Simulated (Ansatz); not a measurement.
Quartz-high SiO₂ (high-temperature phase), treated with PBEsol in Ansatz (plane waves, PAW).

Numerical settings: plane-wave cutoff 520 eV, 12×12×6 k mesh (along the axes of the cell as run), Fermi–Dirac smearing 0.01 eV, scalar-relativistic PAW data made under PBE.

Properties against volume:

Shape and atoms are relaxed at each volume.

```
V (Å³/atom)  P (GPa)  direct gap at Γ (eV)  smallest gap on the k mesh (eV)  c (Å)
-----------  -------  --------------------  -------------------------------  -----
13.255          5.71                 5.833                            5.688  5.516
13.531          2.76                 5.793                            5.628  5.534
13.807         -0.01                 5.732                            5.552  5.559
14.083         -2.61                 5.656                            5.459  5.586
14.359         -5.04                 5.564                            5.354  5.616
```

The fundamental gap (5.54 eV at the equilibrium volume, with added k points) lies elsewhere than Γ–Γ.

Note: symmetry holds this phase in the static calculation, where it need not be a minimum; held by symmetry at 0 K, a high-temperature phase can be a saddle point; the bulk modulus comes from volumes at which shape and atoms were relaxed.

Ansatz is a first-principles code.
